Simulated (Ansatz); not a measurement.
Input:

End structure of the (0001) surface of hcp Ru, (√3x√3)R30°, one Ru site of the top plane empty (bottom of the slab: a bare face, its two planes held):

```
CELL_PARAMETERS angstrom
      4.08210     2.35680     0.00000
     -4.08210     2.35680     0.00000
      0.00000     0.00000    27.00000
ATOMIC_POSITIONS crystal
  Ru 0.33333 0.00000 0.30125
  Ru 0.66667 0.66667 0.30125
  Ru 0.00000 0.33333 0.30125
  Ru 0.33333 0.33333 0.38075
  Ru 0.66667 0.00000 0.38075
  Ru 0.00000 0.66667 0.38075
  Ru 0.33333 0.00004 0.45999
  Ru 0.66663 0.66663 0.45999
  Ru 0.00004 0.33333 0.45999
  Ru 0.33333 0.33333 0.54084
  Ru 0.66667 0.00000 0.53956
  Ru 0.00000 0.66667 0.53956
  Ru 0.33333 0.00479 0.61903
  Ru 0.66188 0.66188 0.61903
  Ru 0.00479 0.33333 0.61903
  Ru 0.66667 0.00000 0.69380
  Ru 0.00000 0.66667 0.69380
```

Set-up: 17 atoms, 10.7 Å thick at the start with caps and adatoms (thin: gaps and levels are the slab's own); mesh 9x9x1; 0.1 eV smearing; dipole correction on; 6 atoms held, the rest relaxed; held to the start's symmetry, so lower structures may exist; no spin, no spin-orbit, no U. In PBE it lies 0.11 eV a 1x1 cell over the lowest computed structure of the same composition (one row in 3 of the top plane missing).

Problem. What is the computed work function of the top face (PBE (Ansatz, a quantum-chemistry and plane-wave program))?

Solution. 4.35 eV
